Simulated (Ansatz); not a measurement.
An Ansatz (a first-principles code) run: MgB2 with a change (uniaxial stress, 3 GPa compression along z); r2SCAN (Ansatz; PAW; 500 eV plane waves; scalar-relativistic without spin-orbit coupling).

Input:

Ansatz 0.2 input:
```yaml
crystal:
  lattice:
    - [3.0686939132, 0, 0]
    - [-1.5343469566, 2.6575668853, 0]
    - [0, 0, 3.5118167145]
  atoms:
    - { symbol: Mg, position: [0, 0, 0] }
    - { symbol: B, position: [0.3333333333, 0.6666666667, 0.5] }
    - { symbol: B, position: [0.6666666667, 0.3333333333, 0.5] }
basis: { ecutwfc: 500, ecutrho_ratio: 4, xc_grid: 4, fft_grid_basis: typed }
kpoints: { mp_grid: { grid: [22, 22, 16] } }
hamiltonian:
  xc: r2scan
  dispersion: none
  pseudopotentials: { kind: paw }
scf: { occupations: { method: fermi_dirac, width: 0.1 } }
relax: { f_tol: 0.005, max_steps: 50, cell: { stress_tol: 0.01, sigma_target: [0, 0, 3, 0, 0, 0] } }
output: { forces: true, stress: true }
checkpoint: { write: state.ck, write_every: 1000 }
```

Output (explanatory and most iteration lines left out):

```
Relaxation: its limit of steps is 50 (relax.max_steps)
Pseudopotential: Mg, paw, valence charge 10
Pseudopotential: B, paw, valence charge 3
Crystal: 3 atoms, lattice volume = 28.640 Å³
Basis set: ecut = 500 eV, 745 PW (Γ), exchange–correlation on 96×96×108 points (64 copies of the dense FFT grid, shifted against one another)
Bands: 12, of which v1, the nominal top of the filled ones, is band 8 counted from 1 (7 counted from 0)
Symmetry: 24 space group operations
Space group: P6/mmm (ITA 191), of the structure as read, at distance tolerance 3.1e-5 Å
k-points: 468 of 7744
Functional: x = r2scan, c = r2scan; τ floored in thin density (d = 2e-4 eV/Å³)
SCF iter   1: F=—  HF=-2240.006151 eV  |F-HF|=—  |Δ(HF+E_count)|=         —  Δρ=7.27e-3  dr2=5.08e-3  dr2_τ=2.26e-1  ethr=1.77e-3  ⟨swp⟩=5.1  Hψ=32180  notcnv=0
SCF iter   2: F=—  HF=-2240.070010 eV  |F-HF|=—  |Δ(HF+E_count)|=   6.39e-2  Δρ=4.01e-3  dr2=2.62e-3  dr2_τ=5.19e-5  ethr=3.17e-5  ⟨swp⟩=2.0  Hψ=14976  notcnv=0
SCF 1 converged in 6 iterations: F = -2240.070763 eV  dr2 = 1.44e-8
relax step   1: F+E_penalty+E_count = -2240.07076345 eV  Δ(F+E_penalty+E_count) = +0.000e0 eV  max|allowed force component| = 1.480e-16 eV/Å  Δτ_max = 0.0000 Å  P = -0.000 GPa  Ω = 28.640 Å³  (6 SCF iters, dr2 threshold 1.00e-7 eV, accepted)
[... steps on the carried basis left out ...]
relax step   5: F+E_penalty+E_count = -2240.06792069 eV  Δ(F+E_penalty+E_count) = +5.741e-5 eV  max|allowed force component| = 5.551e-17 eV/Å  Δτ_max = 0.0000 Å  P = +0.997 GPa  Ω = 28.377 Å³  stress off target by 3.78e-3 GPa  SCF on the basis re-selected at this cell (its energy is not comparable with the rows above)  (6 SCF iters)
SCF converged after 6 iterations
Free energy (F): -2240.067921 eV
Internal energy: -2240.046859 eV  (E = F + TS)
E sigma→0 (E₀):  -2240.057390 eV
Entropy (-TS):   -0.021061 eV (-7.020 meV/atom)
Fermi energy:    9.478791 eV
--- Forces (eV/Å), atoms counted from 1 ---
  atom   1  Mg     0.00000000     0.00000000     0.00000000
  atom   2  B      0.00000000     0.00000000     0.00000000
  atom   3  B     -0.00000000    -0.00000000    -0.00000000
--- Stress (GPa, compression-positive) ---
       -0.003085      -0.000000       0.000000
       -0.000000      -0.003085       0.000000
        0.000000       0.000000       2.996217
  P = ⅓ Tr σ = 0.9967 GPa (9.967 kbar)
--- Relaxed structure (4 steps of the walk, 4 accepted, 1 SCFs on fresh bases) ---
  cell:  # Å, volume = 28.3767 Å³
    - [3.07094017772104, 0.0, 0.0]
    - [-1.53547008886052, 2.6595122074087194, 0.0]
    - [0.0, 0.0, 3.4744744693477836]
  atoms:
    - { symbol: Mg, position: [-2.715676276660126e-35, -2.0130463811457594e-36, 0.0] }
    - { symbol: B, position: [0.33333333333333337, 0.6666666666666667, 0.5000000000000001] }
    - { symbol: B, position: [0.6666666666666666, 0.33333333333333337, 0.5000000000000001] }
```

Load acts through the strain it causes; cell and atoms are relaxed under it. sigma_target is in GPa, compression positive, in the order xx, yy, zz, yz, xz, xy. Stability under load was not tested beyond the relaxation. The final runs are not spin-polarised. The cell was made from MgB2 (space group P6/mmm, No. 191) by this change: uniaxial stress, 3 GPa compression along z.
